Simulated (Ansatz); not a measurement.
For LuAu₂ (I4/mmm, No. 139; structure not from a measured cell), PBEsol (plane waves, PAW; Ansatz, a first-principles code) gives:

| Item | Result |
|---|---|
| lattice constant a | 3.615 Å |
| lattice parameter c | 8.844 Å |
| bulk modulus B0 | 126 GPa |
| cohesive energy | 4.90 eV/atom |

What does r²SCAN in Ansatz (PAW) give for the same quantities?


- lattice constant a: 3.651 Å (rises by 1.0 %)
- lattice parameter c: 8.905 Å (increases by 0.7 %)
- bulk modulus: 119 GPa (decreases by 5.6 %)
- cohesive energy: 4.64 eV/atom (decreases by 0.26 eV/atom)

Changes are worked out from the printed values.

Unless a cell is named, each level is at its own relaxed cell (PBEsol 19.27, r²SCAN 19.79 Å³/atom).

Levels without +SOC leave out spin–orbit coupling, which shifts energies and cells of such heavy elements.

Caveats: the bulk modulus is −V dP/dV from two relaxed cells at ±2 % in volume (PBEsol, r²SCAN); the relaxation could not lower the start's symmetry, so the cell can be a saddle point above a distorted one (PBEsol, r²SCAN). Ansatz's density-functional and Hartree–Fock values are scalar-relativistic unless marked +SOC, with PAW data made under PBE.
